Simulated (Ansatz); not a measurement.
Start from Ba in the bcc (W type) structure (space group Im-3m, No. 229; a = 4.882 Å; relaxed with 0.1 eV smearing). Axes: x, y, z lie along the cube axes.

Level of theory: plane-wave PAW DFT at the PBEsol level (Ansatz, an electronic-structure program, 420 eV), without spin-orbit coupling.

Before the change:

| Item | Result |
|---|---|
| Band gap | zero |
| Shortest interatomic distance | 4.228 Å |

Perturbation: the cell is stretched by 2.00 % along z with no lateral relaxation; the atoms relax in the strained cell.

### Question
What happens to the band gap?

### Answer
The band gap remains zero.

### Question
What does the calculation give for the energy relative to the base after the change?

### Answer
The energy goes up by 0.8 meV/atom.

### Question
Predict the new stress.

### Answer
The stress (xx, yy, zz, yz, xz, xy; compression positive) amounts to (-0.1, -0.1, -0.2, 0.0, 0.0, 0.0) GPa.

### Question
What happens to the shortest interatomic distance?

### Answer
The shortest interatomic distance goes up by 0.028 Å, from 4.228 Å to 4.256 Å.

Stability against distortions was not tested.
